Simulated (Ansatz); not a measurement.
The reference is Ag in the fcc (Cu type) structure (space group Fm-3m, No. 225; a = 4.148 Å; relaxed with 0.1 eV smearing).

Structures relaxed with PBE/PAW in Ansatz (a quantum-chemistry and plane-wave program), without spin-orbit coupling.

Base:

Simulated powder pattern, Cu Kα1, λ = 1.54056 Å (kinematic, ideal powder, no thermal factors, no anomalous dispersion; the 14 strongest lines at most, above 2 %, up to 2θ = 90°):

```json
[
 {"2θ (°)": "37.52", "I/Imax (%)": "100", "hkl": "(111)"},
 {"2θ (°)": "43.60", "I/Imax (%)": "48", "hkl": "(200)"},
 {"2θ (°)": "63.36", "I/Imax (%)": "30", "hkl": "(220)"},
 {"2θ (°)": "76.03", "I/Imax (%)": "35", "hkl": "(311)"},
 {"2θ (°)": "80.07", "I/Imax (%)": "10", "hkl": "(222)"}
]
```

The change: every lattice vector is shortened by 0.50 %, atoms relaxed at fixed cell.

Question: How do the reflections move or split?

Answer: 
Simulated powder pattern, Cu Kα1, λ = 1.54056 Å (kinematic, ideal powder, no thermal factors, no anomalous dispersion; the 14 strongest lines at most, above 2 %, up to 2θ = 90°):

```tsv
2θ (°)	d (Å)	I/Imax (%)	hkl
37.72	2.383	100	(111)
43.83	2.064	48	(200)
63.72	1.459	30	(220)
76.48	1.245	35	(311)
80.55	1.192	10	(222)
```

The indices refer to the base's conventional cell; one index is shown for lines that coincide.

The cells carry an imposed strain or load. No phonon test of stability was made.
